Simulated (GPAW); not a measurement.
## Refining one setting for MnF3 (C2/m, 8 atoms in the cell)

```yaml
crystal:
  lattice:
    - [2.79369, -4.43534, 0.00000]
    - [2.79369, 4.43534, 0.00000]
    - [-0.06933, 0.00000, 4.77120]
  atoms:
    - { symbol: Mn, position: [0.66986, 0.33014, 0.50000], spin: 4.0 }
    - { symbol: Mn, position: [0.33014, 0.66986, 0.50000], spin: 4.0 }
    - { symbol: F, position: [0.97748, 0.35044, 0.71555] }
    - { symbol: F, position: [0.02252, 0.64956, 0.28445] }
    - { symbol: F, position: [0.64956, 0.02252, 0.28445] }
    - { symbol: F, position: [0.35044, 0.97748, 0.71555] }
    - { symbol: F, position: [0.62033, 0.62033, 0.71819] }
    - { symbol: F, position: [0.37967, 0.37967, 0.28181] }
```
(The spins are starting values, not results.)

Level of theory: PBEsol, GPAW PAW datasets PBEsol (made by gpaw-setup) (plane waves; GPAW 25.7.0).

The starting cell comes from a database of computed structures (which also holds hypothetical and non-ambient phases and stackings), without a prior relaxation at this level. The magnetic order is the one reached from the typed start; others were not searched systematically.

Held fixed: spinpol = true; mode = pw; xc = PBEsol; kpts = 3 3 3; mesh shift (steps) = 0 0 0; occupations.name = methfessel-paxton; occupations.width = 0.02 eV; occupations.order = 0; nbands = -6; convergence.density = 1e-05 e/electron; convergence.energy = 1e-05 eV/electron; convergence.bands = -4; symmetry.symmorphic = false; symmetry.tolerance = 0.0005; maxiter = 100.

ΔF is the free energy per atom less that of the last row (1800 eV).

```
ecut     ΔF (meV/atom)  pressure (GPa)  largest force (eV/Å)  gap on the mesh (eV)  size of the net moment (μB/atom)  plane waves  iterations
-------  -------------  --------------  --------------------  --------------------  --------------------------------  -----------  ----------
360 eV          1921.6          -96.87                 0.637                 0.322                              1.00         1851          26
450 eV           353.2          -23.98                 0.601                 0.308                              1.00         2575          20
540 eV           118.4           -5.90                 0.615                 0.313                              1.00         3389          23
630 eV             ___           -3.73                 0.611                 0.313                              1.00         4269          27
720 eV            90.2           -4.59                 0.611                 0.314                              1.00         5203          22
810 eV            67.2           -5.16                 0.614                 0.313                              1.00         6211          25
900 eV            43.2               –                 0.614                 0.314                              1.00         7273          25
1035 eV            ___           -4.53                 0.618                 0.314                              1.00         8953          25
1170 eV            6.0           -4.00                 0.619                 0.314                              1.00        10763          22
1350 eV           0.95           -3.67                 0.619                 0.314                              1.00        13339          25
1575 eV           0.01           -3.57                 0.620                 0.314                              1.00        16833          25
1800 eV           0.00           -3.57                 0.619                 0.314                              1.00        20531          26
```

Problem. Complete the blanks.

Solution. 
- 630 eV, ΔF (meV/atom): 101.5
- 1035 eV, ΔF (meV/atom): 17.8
